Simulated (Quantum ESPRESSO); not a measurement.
Worked example: self-consistent single point of Ta₂Ni₃Ge (P6_3/mmc, 12 atoms in the cell) in Quantum ESPRESSO.

Computed with Wu-Cohen GGA, PSlibrary ultrasoft (PBE) pseudopotentials (plane waves; Quantum ESPRESSO).

```yaml
crystal:
  lattice:
    - [4.80233, 0.00000, 0.00000]
    - [-2.40117, 4.15894, 0.00000]
    - [0.00000, 0.00000, 7.59851]
  atoms:
    - { symbol: Ta, position: [0.66667, 0.33333, 0.94157], spin: 1.0 }
    - { symbol: Ta, position: [0.33333, 0.66667, 0.05843], spin: 1.0 }
    - { symbol: Ta, position: [0.33333, 0.66667, 0.44157], spin: 1.0 }
    - { symbol: Ta, position: [0.66667, 0.33333, 0.55843], spin: 1.0 }
    - { symbol: Ni, position: [0.17145, 0.34290, 0.75000] }
    - { symbol: Ni, position: [0.82855, 0.65710, 0.25000] }
    - { symbol: Ni, position: [0.82855, 0.17145, 0.25000] }
    - { symbol: Ni, position: [0.17145, 0.82855, 0.75000] }
    - { symbol: Ni, position: [0.65710, 0.82855, 0.75000] }
    - { symbol: Ni, position: [0.34290, 0.17145, 0.25000] }
    - { symbol: Ge, position: [0.00000, 0.00000, 0.00000] }
    - { symbol: Ge, position: [0.00000, 0.00000, 0.50000] }
```
(The spins are starting values, not results.)

Reference input (self-consistent single point, DFT, LDA (PZ), plane waves, PSlibrary ultrasoft (LDA) pseudopotentials): ecutwfc = 50 Ry; ecutrho = 300 Ry; occupations = smearing; smearing = marzari-vanderbilt; degauss = 0.019992 Ry; nspin = 2; K_POINTS = automatic 6 6 3 0 0 0; conv_thr = 1e-10 Ry; mixing_beta = 0.4. This run's input differs from it in these lines:

```diff
@@ -20,2 +20,3 @@
  starting_magnetization(1) = 0.077
+ input_dft = 'wc'
 /
@@ -26,5 +27,5 @@
 ATOMIC_SPECIES
-Ta   180.9479  Ta.pz-spn-rrkjus_psl.1.0.0.UPF
-Ni    58.6934  Ni.pz-n-rrkjus_psl.1.0.0.UPF
-Ge    72.6300  Ge.pz-n-rrkjus_psl.1.0.0.UPF
+Ta   180.9479  Ta.pbe-spn-rrkjus_psl.1.0.0.UPF
+Ni    58.6934  Ni.pbe-n-rrkjus_psl.1.0.0.UPF
+Ge    72.6300  Ge.pbe-n-rrkjus_psl.1.0.0.UPF
 ATOMIC_POSITIONS {angstrom}
```

Output, abridged:

```
     Self-consistent Calculation

     iteration #  1     ecut=    50.00 Ry     beta= 0.40

     total energy              =   -1185.52251028 Ry
     estimated scf accuracy    <       2.90835547 Ry

     total magnetization       =     1.63 Bohr mag/cell
     absolute magnetization    =     1.66 Bohr mag/cell

     iteration #  2     ecut=    50.00 Ry     beta= 0.40

     total energy              =   -1184.22567499 Ry
     estimated scf accuracy    <      36.44577891 Ry

     total magnetization       =     0.53 Bohr mag/cell
     absolute magnetization    =     0.85 Bohr mag/cell

     iteration #  3     ecut=    50.00 Ry     beta= 0.40

   [... lines left out ...]
     atom   2 (R=0.232)  charge= 10.2753  magn= -0.0000
     atom   3 (R=0.232)  charge= 10.2753  magn= -0.0000
     atom   4 (R=0.232)  charge= 10.2753  magn= -0.0000
     atom   5 (R=0.200)  charge=  8.4804  magn=  0.0000
     atom   6 (R=0.200)  charge=  8.4804  magn=  0.0000
     atom   7 (R=0.200)  charge=  8.4804  magn=  0.0000
     atom   8 (R=0.200)  charge=  8.4804  magn=  0.0000
     atom   9 (R=0.200)  charge=  8.4804  magn=  0.0000
     atom  10 (R=0.200)  charge=  8.4804  magn=  0.0000
     atom  11 (R=0.204)  charge=  1.8903  magn= -0.0000
     atom  12 (R=0.204)  charge=  1.8903  magn= -0.0000
     End of self-consistent calculation

     the Fermi energy is    17.3086 ev

!    total energy              =   -1186.96542703 Ry
     estimated scf accuracy    <          6.4E-11 Ry
     smearing contrib. (-TS)   =      -0.00834513 Ry
     internal energy E=F+TS    =   -1186.95708190 Ry

     total magnetization       =    -0.00 Bohr mag/cell
     absolute magnetization    =     0.00 Bohr mag/cell

     convergence has been achieved in  20 iterations

     Forces acting on atoms (cartesian axes, Ry/au):

     atom    1 type  1   force =     0.00000000   -0.00000000   -0.00294197
     atom    2 type  1   force =    -0.00000000    0.00000000    0.00294197
     atom    3 type  1   force =     0.00000000    0.00000000   -0.00294197
     atom    4 type  1   force =    -0.00000000   -0.00000000    0.00294197
   [... lines left out ...]

     Total force =     0.007230     Total SCF correction =     0.000004

          total   stress  (Ry/bohr**3)                   (kbar)     P=       82.91
   0.00053738   0.00000000   0.00000000           79.05        0.00        0.00
   0.00000000   0.00053738   0.00000000            0.00       79.05        0.00
   0.00000000   0.00000000   0.00061614            0.00        0.00       90.64

   JOB DONE.
```

The run converged in 20 iterations. Against the reference run the pressure goes from 0.11 to 8.29 GPa and the largest force goes from 0.027 to 0.076 eV/Å.

The starting cell comes from a database of computed structures (which also holds hypothetical and non-ambient phases and stackings), without a prior relaxation at this level. Its lattice was rescaled by a random factor within 2.5 % of one. The starting moments vanished: the run ended non-magnetic, which need not be the lowest state. With a pressure of about 8 GPa the cell is away from its equilibrium volume at this level.

Cost on one core of a shared machine: roughly 10 min.
